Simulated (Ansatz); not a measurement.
**HgSe, response to strain**

The parent structure is HgSe in the zinc blende structure (space group F-43m, No. 216; a = 6.063 Å). Axes: x, y, z lie along the cube axes.

Strains are applied to the cell and any free atomic positions relax; under biaxial strain the out-of-plane vector relaxes too.

Level of theory: LDA (Ansatz, a first-principles code; PAW; 420 eV plane waves; spin-orbit coupling left out).

Notes on the quantities. pressure: mean of the normal stresses, compression positive; energy relative to the base: free energy F.

```json
[
 {"change": "base", "shortest interatomic distance": "262.5 pm", "pressure": "0.0 GPa", "energy relative to the base": "0 meV/atom"},
 {"change": "biaxial strain −2.08 %, plane normal [111], relaxed out of plane", "shortest interatomic distance": "260.3 pm", "pressure": "1.2 GPa", "energy relative to the base": "+6.8 meV/atom"},
 {"change": "biaxial strain −1.67 %, plane normal [111], relaxed out of plane", "shortest interatomic distance": "260.8 pm", "pressure": "1.0 GPa", "energy relative to the base": "+4.4 meV/atom"},
 {"change": "biaxial strain −1.25 %, plane normal [111], relaxed out of plane", "shortest interatomic distance": "[?]", "pressure": "[?]", "energy relative to the base": "+2.5 meV/atom"},
 {"change": "biaxial strain −0.83 %, plane normal [111], relaxed out of plane", "shortest interatomic distance": "261.7 pm", "pressure": "0.5 GPa", "energy relative to the base": "+1.1 meV/atom"},
 {"change": "biaxial strain −0.42 %, plane normal [111], relaxed out of plane", "shortest interatomic distance": "262.1 pm", "pressure": "0.3 GPa", "energy relative to the base": "+0.3 meV/atom"},
 {"change": "biaxial strain +0.42 %, plane normal [111], relaxed out of plane", "shortest interatomic distance": "262.9 pm", "pressure": "-0.3 GPa", "energy relative to the base": "+0.3 meV/atom"},
 {"change": "biaxial strain +1.25 %, plane normal [111], relaxed out of plane", "shortest interatomic distance": "263.5 pm", "pressure": "-0.8 GPa", "energy relative to the base": "+2.5 meV/atom"},
 {"change": "biaxial strain +2.08 %, plane normal [111], relaxed out of plane", "shortest interatomic distance": "264.0 pm", "pressure": "-1.3 GPa", "energy relative to the base": "+6.8 meV/atom"},
 {"change": "biaxial strain +2.50 %, plane normal [111], relaxed out of plane", "shortest interatomic distance": "264.1 pm", "pressure": "-1.5 GPa", "energy relative to the base": "+9.9 meV/atom"}
]
```

Fill in the withheld entries from the trend.


- biaxial strain −1.25 %, plane normal [111], relaxed out of plane, shortest interatomic distance: 261.3 pm
- biaxial strain −1.25 %, plane normal [111], relaxed out of plane, pressure: 0.8 GPa

A case with no gap was solved on a k-mesh chosen for an insulator, which is coarse for it. No phonon test of stability was made. All final runs are without spin polarisation.
